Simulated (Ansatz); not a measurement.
Ansatz (a first-principles code) run on Hf2Si (Fmm2, 6 atoms in the cell): self-consistent single point.

Method of the run: PBEsol, default PAW files made with PBE (plane waves; Ansatz).

```
Hf2Si
1.0
   -3.28518     3.28518     2.59057
    3.28518    -3.28518     2.59057
    3.28518     3.28518    -2.59057
Hf Si
4 2
Direct
  0.84351   0.65649   0.50000
  0.15649   0.34351   0.50000
  0.66187   0.16187   0.82374
  0.34351   0.84351   0.18702
  0.75000   0.75000   0.00000
  0.25000   0.25000   0.00000
```

Reference input (self-consistent single point, DFT, PBEsol, plane waves, default PAW files made with PBE): basis.ecutwfc = 420 eV; kpoints.mp_grid.grid = 5 5 5; hamiltonian.xc = pbesol; hamiltonian.pseudopotentials = {kind: paw} (the program's default PAW files); scf.occupations.method = gaussian; scf.occupations.width = 0.1 eV. This run's input differs from it in these lines:

Ansatz 0.2 input:
```diff
@@ -14,3 +14,3 @@
 basis:
-  ecutwfc: 420.0
+  ecutwfc: 1010.0
 kpoints:
```

Log, with long lists cut:

```
SCF iter   1: F=—  HF=-63639.820584 eV  |F-HF|=—  |Δ(HF+E_count)|=         —  Δρ=4.09e-3  dr2=1.51e-2  ethr=1.77e-3  ⟨swp⟩=6.1  Hψ=6862  notcnv=0  defer=6
all-band conjugate gradients solve this SCF's bands
preconditioner: auto → Kerker (q_TF=auto, 2.729 Å⁻¹)
SCF iter   2: F=—  HF=-63639.817229 eV  |F-HF|=—  |Δ(HF+E_count)|=   3.35e-3  Δρ=2.46e-3  dr2=6.36e-3  ethr=1.35e-5  ⟨swp⟩=2.0  Hψ=3585  notcnv=0  defer=16
   [... lines left out ...]
SCF iter   5: F=—  HF=-63639.816032 eV  |F-HF|=—  |Δ(HF+E_count)|=   4.00e-5  Δρ=1.06e-4  dr2=1.87e-5  ethr=1.12e-7  ⟨swp⟩=2.0  Hψ=3099  notcnv=0  defer=16
SCF iter   6: F=—  HF=-63639.815867 eV  |F-HF|=—  |Δ(HF+E_count)|=   1.66e-4  Δρ=3.56e-5  dr2=1.49e-6  ethr=1.67e-8  ⟨swp⟩=2.5  Hψ=3247  notcnv=0  defer=16
SCF iter   7: F=—  HF=-63639.815867 eV  |F-HF|=—  |Δ(HF+E_count)|=   2.11e-7  Δρ=1.73e-5  dr2=5.71e-7  ethr=1.33e-9  ⟨swp⟩=2.0  Hψ=3207  notcnv=0  defer=16
SCF iter   8: F=-63639.815866 eV  HF=-63639.815866 eV  |F-HF|=3.19e-8  |Δ(HF+E_count)|=   5.56e-7  Δρ=3.45e-6  dr2=1.91e-8  ethr=8.93e-11  ⟨swp⟩=9.9  Hψ=11281  notcnv=0
SCF 1 converged in 8 iterations: F = -63639.815866 eV  dr2 = 1.91e-8
Free energy (F): -63639.815866 eV
Internal energy: -63639.802428 eV  (E = F + TS)
E sigma→0 (E₀):  -63639.809147 eV
Entropy (-TS):   -0.013438 eV (-2.240 meV/atom)
Fermi energy:    18.044383 eV
--- Forces (eV/Å), atoms counted from 1 ---
  atom   1  Hf     0.02593690     0.05790830     0.00000000
  atom   2  Hf     0.05790830     0.02593690     0.00000000
  atom   3  Hf    -0.27815174    -0.27815174     0.00000000
  atom   4  Hf     0.13286071     0.13286071     0.00000000
  atom   5  Si     0.03072121     0.03072121     0.00000000
  atom   6  Si     0.03072121     0.03072121     0.00000000
--- Stress (GPa, compression-positive) ---
       -3.569520      -0.393744       0.000000
       -0.393744      -3.569520      -0.000000
        0.000000       0.000000      -3.729759
  P = ⅓ Tr σ = -3.6229 GPa (-36.229 kbar)
  The stress holds the Pulay correction. Without it, at fixed plane waves, as pw.x and ABINIT print it: P = -3.6264 GPa
```

The run converged in 8 iterations. Against the reference run the free energy drops by 1.1 meV/atom, the pressure moves little (-3.61 to -3.62 GPa) and the largest force stays at 0.393 eV/Å.

The starting cell comes from a database of computed structures (which also holds hypothetical and non-ambient phases and stackings), without a prior relaxation at this level. Its lattice was rescaled by up to half a per cent. One atom was moved a little off its site on purpose. Ansatz's pressure includes its estimate of the finite-basis (Pulay) stress.

Cost on one core of a shared machine: roughly 80 s.
